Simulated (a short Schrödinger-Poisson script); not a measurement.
Structure: symmetric double-gate stack, Si3N4 on p-type Si(100), at 400 K.

| layer | material | thickness (nm) | Na (cm⁻³) |
|---|---|---|---|
| 1 | Si3N4 | 5.5 | - |
| 2 | Si | 6 | 7e16 |
| 3 | Si3N4 | 5.5 | - |

The device is made up for the run: typed textbook-type constants, with dimensions and the other settings drawn at random. Si3N4: permittivity 7.5, conduction-band edge (eV) 1.95, gap (eV) 5.1, electron mass (mₑ) 0.5. Si: permittivity 11.7, conduction-band edge (eV) 0, gap (eV) 1.124, Nv at 300 K (cm⁻³) 3.1e19.

Channel valleys (confinement mass, in-plane density-of-states mass, number): Δ2 0.916, 0.19, 2; Δ4 0.19, 0.417, 4. At the gates, both at one voltage, the conduction-band edge of layer 1 lies 2.44 eV − eVg above the Fermi level of the channel. Gaps are held at their typed values at every temperature. Mesh 0.03 nm at interfaces.

Solved with a short Schrödinger-Poisson script written for these runs: 1D Poisson equation in equilibrium, electrons quantum, Hartree (BenDaniel-Duke, 12 states a valley, the channel's in-plane mass for all, wave functions free to enter the dielectric), parabolic valleys, classical holes, full ionisation, no traps, pinning or gate leakage.

The same stack at other levels of the model or other numerical settings:

| run | sheet density of all electrons at Vg = 1.9 V (cm⁻²) | sheet density of all electrons at Vg = 0.7 V (cm⁻²) | capacitance of both gates at Vg = 1.9 V (μF/cm²) | gate voltage at 1e11 electrons/cm² (V) | rough cost against the base |
|---|---|---|---|---|---|
| base | 1.85e13 | 3.29e12 | 2.12 | 0.34 | about 1 |
| electrons treated as classical, Boltzmann | ? | 3.75e12 | ? | 0.31 | 0.04 |
| electrons treated as classical, Fermi-Dirac | ? | 3.73e12 | 2.23 | 0.31 | 0.1 |
| mesh six times as coarse | 1.84e13 | 3.28e12 | 2.12 | 0.34 | 0.2 |

Problem. Complete the blanks.

Solution. 
- electrons treated as classical, Boltzmann, capacitance of both gates at Vg = 1.9 V (μF/cm²): 2.30
- electrons treated as classical, Boltzmann, sheet density of all electrons at Vg = 1.9 V (cm⁻²): 2.03e13
- electrons treated as classical, Fermi-Dirac, sheet density of all electrons at Vg = 1.9 V (cm⁻²): 1.99e13

The classical rows ignore confinement, and Boltzmann statistics overrate the density once the band edge passes the Fermi level.
